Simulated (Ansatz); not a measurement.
```
CELL_PARAMETERS angstrom
     -1.70899     1.70899     5.83536
      1.70899    -1.70899     5.83536
      1.70899     1.70899    -5.83536
ATOMIC_POSITIONS crystal
  Nb 0.74959 0.74959 0.00000
  Nb 0.49959 0.99959 0.50000
  As 0.16741 0.16741 0.00000
  As 0.91741 0.41741 0.50000
```

All values below come from PBEsol, rigid bands (plane waves, PAW, scalar-relativistic; Ansatz, a quantum-chemistry and plane-wave program). Condition of this run: biaxial stress xx = yy = 2 GPa (compression positive) (the target of the relaxation). Geometry: cell and atoms relaxed with PBEsol, then loaded as said.

Task: Is this a good metal at this level?

Result: No. No gap is resolved, and few carriers conduct, as in a semimetal or a zero-gap semiconductor. N(E_F) = 0.188 states/eV a cell at 300 K and the Drude plasma energy along the best axis is 1.32 eV, several times under that of a simple or noble metal.

Spin-orbit coupling is left out; it can open or close a small gap.

Formula and space group known from diffraction (Crystallography Open Database), not checked to be the room-temperature form: NbAs under load (space group I4_1md).
